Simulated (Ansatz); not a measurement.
# Effort and miss along a sweep of kpoints.mp_grid.grid: MgCrF₆ (P1, 8 atoms in the cell)

Cell: a = 5.0613 Å, b = 5.0672 Å, c = 5.5348 Å, α = 62.99°, β = 63.58°, γ = 60.35°.

Computed with LDA (PW92), PAW files made with PBE (plane waves; Ansatz, a first-principles code).

Base settings: kpoints.mp_grid.grid = 4 4 4; hamiltonian.xc = lda; hamiltonian.pseudopotentials = {kind: paw} (the program's default PAW files); magnetization.spin_polarized = true; scf.occupations.method = gaussian; scf.occupations.width = 0.05 eV.

Misses are taken against the tightest run, 10 10 9, which need not be fully converged itself. The energy is the free energy per atom.

The count of work is k-points × plane waves × bands × iterations; it is no time, and leaves out set-up, grids and terms that scale otherwise. Core times come from one kind of shared machine and are given to one figure; runs under 30 s give none.

The starting cell comes from a database of computed structures (which also holds hypothetical and non-ambient phases and stackings), without a prior relaxation at this level. Its lattice was rescaled by a random factor within 2.5 % of one. With one magnetic atom in the cell only a parallel order is possible. In the base run, with a pressure of about -4 GPa the cell is away from its equilibrium volume at this level. Ansatz's pressure includes its estimate of the finite-basis (Pulay) stress.

The runs (kpoints.mp_grid.grid): 1 1 1 | 2 2 2 | 3 3 2 | 3 3 3 | 4 4 3 | 4 4 4 | 5 5 4 | 5 5 5 | 6 6 6 | 8 8 7 | 9 9 8 | 10 10 9.

Q: Which is the coarsest setting among those run that, with all tighter ones, holds the energy within 10 meV/atom of the reference, and what does it save?

A: 2 2 2, off by 1.5 meV/atom; it needs 0.018 of the reference's count of work.

| kpoints.mp_grid.grid | energy less reference (meV/atom) | pressure less reference (GPa) | largest difference in the force on any atom (eV/Å) | count of work / reference | core time / reference (rough) |
|---|---|---|---|---|---|
| 1 1 1 | 66.61 | 0.78 | 0.169 | 0.0025 | – |
| 2 2 2 | -1.47 | -0.04 | 0.033 | 0.018 | – |
| 3 3 2 | -0.51 | -0.01 | 0.018 | 0.022 | – |
| 3 3 3 | 0.01 | 0.00 | 0.004 | 0.033 | – |
| 4 4 3 | 0.10 | 0.00 | 0.004 | 0.058 | – |
| 4 4 4 | 0.11 | 0.00 | 0.002 | 0.085 | – |
| 5 5 4 | 0.02 | 0.00 | 0.001 | 0.13 | 0.1 |
| 5 5 5 | -0.01 | 0.00 | 0.000 | 0.15 | 0.2 |
| 6 6 6 | 0.00 | 0.00 | 0.000 | 0.27 | 0.3 |
| 8 8 7 | 0.01 | 0.00 | 0.000 | 0.50 | 0.5 |
| 9 9 8 | 0.01 | 0.00 | 0.000 | 0.77 | 0.8 |
| 10 10 9 | 0.00 | 0.00 | 0.000 | 1.0 | 1 |

Keys are those of Ansatz 0.2.
